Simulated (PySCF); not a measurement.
A working PySCF input for BeSe (F-43m, 2 atoms in the cell) (DFT LDA, Gaussian basis gth-dzvp-molopt-sr, GTH pseudopotentials gth-pade, FFT density fitting with multigrid):

```python
import numpy as np
from pyscf.pbc import gto, scf, dft

cell = gto.Cell()
cell.build(
    a=np.array([[0, 2.58397, 2.58397],
              [2.58397, 0, 2.58397],
              [2.58397, 2.58397, 0]]),
    atom='''
Be              0              0              0
Se       1.291985       1.291985       1.291985
''',
    basis='gth-dzvp-molopt-sr',
    pseudo='gth-pade',
    ke_cutoff=300,
    precision=1e-06,
    max_memory=2000,
    verbose=4,
)

kpts = cell.make_kpts([2, 2, 2])
mf = dft.KRKS(cell, kpts).multigrid_numint()
mf.xc = 'lda,pw'
mf.conv_tol = 1e-08
mf.max_cycle = 50
mf.kernel()

res = dict(e_tot=mf.e_tot, converged=mf.converged, nao=cell.nao, mesh=cell.mesh, nelectron=cell.nelectron)
np.savez('results.npz', **res)
eps, occ = np.array(mf.mo_energy), np.array(mf.mo_occ)
nk = len(mf.kpts)
res.update(mo_energy=eps, mo_occ=occ)
print('electrons per cell = %.6f' % (occ.sum() / nk))
full = 1.0
print('highest filled level = %.6f Ha, lowest empty level = %.6f Ha' % (eps[occ > full].max(), eps[occ <= full].min()))
np.savez('results.npz', **res)
```

The run converged in 6 iterations: free energy E − TS -653.0393 eV; top of the valence band (on the code's own zero) 5.42 eV; gap on the k-point mesh 3.21 eV. Each of these slips is then made, one at a time:

(1)
```diff
+kpts = cell.get_scaled_kpts(kpts)
```

(2)
```diff
+    charge=-1,
```

**Question.** What happens in each case?

**Answer.** 
(1) Fractional k-points passed as absolute ones. The run converged in 6 iterations without an error; against the sound input the free energy goes down by 375 meV/atom and the gap on the mesh goes from 3.205 to 3.357 eV.

(2) An unintended net charge. The program stopped with an error at about iteration 6, with the message: ValueError: shapes (166375,) and (753571,) not aligned: 166375 (dim 0) != 753571 (dim 0).

The starting cell comes from a database of computed structures (which also holds hypothetical and non-ambient phases and stackings), without a prior relaxation at this level. Values carry the incompleteness of an atom-centred basis. The mesh is very coarse (it stands for a supercell whose shortest vector is 7 Å): a converged loop gives no converged values here.

Left out of this page: 4 runs of the series outside the window shown, repeating another row's setting, or not comparable.
